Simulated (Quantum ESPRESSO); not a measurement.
Input and output of a self-consistent single point for a sheet of PbO (4 atoms in the cell) (Quantum ESPRESSO).

Computed with PBE, spin-orbit coupling, PseudoDojo fully relativistic norm-conserving (PBE) pseudopotentials (plane waves; Quantum ESPRESSO).

```yaml
crystal:
  lattice:
    - [3.87966, 0.00000, 0.00000]
    - [0.00000, 3.87966, 0.00000]
    - [0.00000, 0.00000, 16.36593]
  atoms:
    - { symbol: Pb, position: [0.50000, 0.00000, 0.57228] }
    - { symbol: Pb, position: [0.00000, 0.50000, 0.42772] }
    - { symbol: O, position: [0.00000, 0.00000, 0.50000] }
    - { symbol: O, position: [0.50000, 0.50000, 0.50000] }
```

Reference input (self-consistent single point, DFT, PBE, plane waves, GBRV 1.5 ultrasoft (PBE) pseudopotentials): ecutwfc = 40 Ry; ecutrho = 200 Ry; occupations = smearing; smearing = gauss; degauss = 0.0147 Ry; potentials = {Pb: pb_pbe_v1.uspp.F.UPF, O: o_pbe_v1.2.uspp.F.UPF}; K_POINTS = automatic 5 5 1 0 0 0; conv_thr = 1e-10 Ry; mixing_beta = 0.5. This run's input differs from it in these lines:

```diff
@@ -14,4 +14,3 @@
    ntyp = 2,
-   ecutwfc = 40,
-   ecutrho = 200,
+   ecutwfc = 85,
    occupations = 'smearing',
@@ -19,2 +18,4 @@
    degauss = 0.0147,
+   noncolin = .true.,
+   lspinorb = .true.,
 /
@@ -25,4 +26,4 @@
 ATOMIC_SPECIES
-Pb   207.2000  pb_pbe_v1.uspp.F.UPF
-O     15.9990  o_pbe_v1.2.uspp.F.UPF
+Pb   207.2000  Pb.upf
+O     15.9990  O.upf
 ATOMIC_POSITIONS crystal
```

Log, with long lists cut:

```
     Self-consistent Calculation

     iteration #  1     ecut=    85.00 Ry     beta= 0.50

     total energy              =    -346.40508389 Ry
     estimated scf accuracy    <       1.50857328 Ry

     iteration #  2     ecut=    85.00 Ry     beta= 0.50

     total energy              =    -346.60408208 Ry
     estimated scf accuracy    <       2.29675923 Ry

     iteration #  3     ecut=    85.00 Ry     beta= 0.50

     total energy              =    -347.03686402 Ry
     estimated scf accuracy    <       0.04168471 Ry

   [... 8 blocks of this kind left out ...]

     iteration # 12     ecut=    85.00 Ry     beta= 0.50

     total energy              =    -347.04314906 Ry
     estimated scf accuracy    <          3.7E-10 Ry

     iteration # 13     ecut=    85.00 Ry     beta= 0.50
     End of self-consistent calculation

     the Fermi energy is     0.8935 ev

!    total energy              =    -347.04314906 Ry
     estimated scf accuracy    <          1.1E-12 Ry
     smearing contrib. (-TS)   =      -0.00000000 Ry
     internal energy E=F+TS    =    -347.04314906 Ry

     convergence has been achieved in  13 iterations

     Forces acting on atoms (cartesian axes, Ry/au):

     atom    1 type  1   force =     0.00000000    0.00000000    0.05821133
     atom    2 type  1   force =     0.00000000    0.00000000   -0.05821133
     atom    3 type  2   force =     0.00000000    0.00000000    0.00000000
     atom    4 type  2   force =     0.00000000    0.00000000    0.00000000

     Total force =     0.082323     Total SCF correction =     0.000004

          total   stress  (Ry/bohr**3)                   (kbar)     P=       29.05
   0.00021808   0.00000000   0.00000000           32.08        0.00        0.00
   0.00000000   0.00021808   0.00000000            0.00       32.08        0.00
   0.00000000   0.00000000   0.00015627            0.00        0.00       22.99

   JOB DONE.
```

The run converged in 13 iterations. Against the reference run the largest force goes from 1.322 to 1.497 eV/Å and the gap on the mesh goes from 2.860 to 2.768 eV.

The starting cell was generated: these elements placed on a structure prototype, without a prior relaxation; it need not be a known phase or ordering of this composition. Its lattice was rescaled in the plane by a random factor within 2.5 % of one. Forces in this geometry exceed 1 eV/Å.

Cost on one core of a shared machine: roughly 7 min.
